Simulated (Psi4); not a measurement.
Psi4 1.11, HF/def2-svp, scf_type pk: Se(Cl)2 (Cl[Se]Cl), 3 atoms. The geometry is a generated start, not checked to be a minimum at this level.

```json
{
 "task": "energy",
 "method": "scf",
 "basis": "def2-svp",
 "memory": "7 GB",
 "e_convergence": "1e-08",
 "d_convergence": "1e-07",
 "guess": "auto, which took SAD (default)",
 "diis_max_vecs": "10 (default)",
 "scf_initial_accelerator": "adiis (default)",
 "basis_functions": "68"
}
```

```xyz
3

Se     0.0486    -0.0436     0.9118
Cl     1.0426     1.2630    -0.4532
Cl    -1.0912    -1.2194    -0.4586
```

The reference run uses exact four-centre integrals (scf_type = pk). Single runs; times are not shown.

Settings tried, all else as in the reference:
- scf_type = cd, cholesky_tolerance = 1e-05
- scf_type = dfdirj+cosx, cosx_radial_points_final = 50, cosx_spherical_points_final = 194
- scf_type = dfdirj+link
- scf_type = cd, cholesky_tolerance = 0.001
- scf_type = cd, cholesky_tolerance = 0.01
- scf_type = dfdirj+cosx, cosx_radial_points_final = 25, cosx_spherical_points_final = 50
- scf_type = cd, cholesky_tolerance = 1e-06
- scf_type = cd, cholesky_tolerance = 0.0001 (default)
- scf_type = dfdirj+snlink
- scf_type = dfdirj+cosx
- scf_type = dfdirj+cosx, cosx_radial_points_final = 75, cosx_spherical_points_final = 302
- scf_type = mem_df

Q: Which settings reproduce the reference to 1.0 meV/atom in energy?

A: Within it: scf_type = cd, cholesky_tolerance = 1e-06; scf_type = dfdirj+cosx, cosx_radial_points_final = 75, cosx_spherical_points_final = 302; scf_type = dfdirj+link; scf_type = dfdirj+snlink. At the edge (between 0.75 and 1.33 times the tolerance): scf_type = cd, cholesky_tolerance = 1e-05; scf_type = mem_df. Outside: scf_type = dfdirj+cosx, cosx_radial_points_final = 50, cosx_spherical_points_final = 194; scf_type = cd, cholesky_tolerance = 0.0001 (default); scf_type = dfdirj+cosx; scf_type = cd, cholesky_tolerance = 0.001; scf_type = dfdirj+cosx, cosx_radial_points_final = 25, cosx_spherical_points_final = 50; scf_type = cd, cholesky_tolerance = 0.01.

| setting | energy against the reference |
|---|---|
| scf_type = cd, cholesky_tolerance = 1e-06 | +0.35 meV/atom |
| scf_type = dfdirj+cosx, cosx_radial_points_final = 75, cosx_spherical_points_final = 302 | +0.46 meV/atom |
| scf_type = dfdirj+link | −0.51 meV/atom |
| scf_type = dfdirj+snlink | −0.61 meV/atom |
| scf_type = cd, cholesky_tolerance = 1e-05 | +0.85 meV/atom |
| scf_type = mem_df | +1.2 meV/atom |
| scf_type = dfdirj+cosx, cosx_radial_points_final = 50, cosx_spherical_points_final = 194 | −2.3 meV/atom |
| scf_type = cd, cholesky_tolerance = 0.0001 (default) | +8.4 meV/atom |
| scf_type = dfdirj+cosx | −59 meV/atom |
| scf_type = cd, cholesky_tolerance = 0.001 | +79 meV/atom |
| scf_type = dfdirj+cosx, cosx_radial_points_final = 25, cosx_spherical_points_final = 50 | +130 meV/atom |
| scf_type = cd, cholesky_tolerance = 0.01 | +850 meV/atom |

Total energies are compared; such shifts often cancel in part in energy differences. The DFDIRJ builders fit J, which adds its shift to that of exchange. Psi4 runs the final COSX grid once, on the density of the start grid. Also tried and not ranked: scf_type = direct (same energy as a listed run). The tolerance is a choice made for this comparison.
